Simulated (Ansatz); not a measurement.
Seebeck coefficient (μV/K, mean over directions) of n-type monolayer PtS₂ against carrier density, HSE06, rigid bands (Ansatz, an electronic-structure program). Computed gap 2.58 eV; densities at which minority carriers matter at this gap, or further valleys turn the trend, are left out. Conductivity mass 0.39 mₑ (harmonic mean over directions), N_c = 2.8e13 cm⁻² at 300 K.

| electron density | 300 K | 500 K |
|---|---|---|
| 1.9e9 cm⁻² | -995 | -1046 |
| 1.9e10 cm⁻² | -796 | -847 |
| 1.9e11 cm⁻² | -598 | -649 |
| 5.6e11 cm⁻² | -503 | [?] |
| 1.9e12 cm⁻² | -399 | -451 |
| 5.6e12 cm⁻² | [?] | -356 |
| 1.9e13 cm⁻² | [?] | -254 |
| 5.6e13 cm⁻² | -114 | -165 |
| 1.9e14 cm⁻² | -57 | -89 |

Task: What belongs in the gaps?

Result: 
- 5.6e11 cm⁻², 500 K: -554
- 5.6e12 cm⁻², 300 K: -305
- 1.9e13 cm⁻², 300 K: -202

Rigid bands with a gap fixed in temperature, one relaxation time for all states, no polarons or phonon drag, and whether or not such doping can be reached. Spin-orbit coupling is left out; with 5d elements it also splits d-like band edges. Geometry: cell and atoms relaxed with PBE.

Model free-standing layer, not matched to a measured one here: monolayer PtS2.
